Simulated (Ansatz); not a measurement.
**Ru₂Si (model structure, started from the Ni2In type, P6₃/mmc, No. 194, 6 atoms in the cell): lattice constant a by level of theory**

No measured value is used here.

```json
[
 {"level (code)": "PBE (Ansatz)", "value (Å)": "___"},
 {"level (code)": "PBEsol (Ansatz)", "value (Å)": "4.136"},
 {"level (code)": "PBE-D3(BJ) (Ansatz)", "value (Å)": "4.142"}
]
```

Question: Fill in the missing entries.

Answer: 
- PBE (Ansatz, a program for electronic structure), value (Å): 4.174

Ansatz's density-functional and Hartree–Fock values are scalar-relativistic unless marked +SOC, with PAW data made under PBE.

A model structure was made by putting elements into a prototype or built by hand; it is no filed structure, need not be a known phase, and can be a saddle point held by its symmetry.
